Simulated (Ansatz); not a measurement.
ScSiCN (model structure, started from the AlSiCN type, P3m1, No. 156, 4 atoms in the cell) was calculated with PBE0 (PAW; Ansatz, a quantum-chemistry and plane-wave program).

Run with plane-wave cutoff 460 eV, 9×9×6 k mesh (along the axes of the cell as run), Fermi–Dirac smearing 0.01 eV, scalar-relativistic PAW data made under PBE.

Cell (relaxed with PBEsol):

```cif
data_CNScSi
_chemical_formula_sum 'Sc1 Si1 C1 N1'
_space_group_name_H-M_alt 'P3m1'
_space_group_IT_number 156
_space_group_name_Hall 'P 3 -2"'
_cell_length_a 3.29410
_cell_length_b 3.29410
_cell_length_c 5.16350
_cell_angle_alpha 90.000
_cell_angle_beta 90.000
_cell_angle_gamma 120.000
loop_
_atom_site_label
_atom_site_type_symbol
_atom_site_symmetry_multiplicity
_atom_site_Wyckoff_symbol
_atom_site_fract_x
_atom_site_fract_y
_atom_site_fract_z
_atom_site_occupancy
Sc1 Sc 1 b 0.33333 0.66667 0.52475 1
Si1 Si 1 c 0.66667 0.33333 0.99491 1
C1 C 1 b 0.33333 0.66667 0.08178 1
N1 N 1 c 0.66667 0.33333 0.64855 1
```

Question: What does this level give for the band gap and direct gap at Γ?

Answer: 
* **band gap**: 3.73 eV (on the SCF k mesh)
* **direct gap at Γ**: 5.86 eV

Note: the relaxation could raise the start's symmetry but not lower it, so the cell can be a saddle point; cell and atoms aren't relaxed at this level (largest force component 0.28 eV/Å, pressure 0.7 GPa).

Computed values are for the static lattice.

A model structure was made by putting elements into a prototype or built by hand; it is no filed structure, need not be a known phase, and can be a saddle point held by its symmetry.
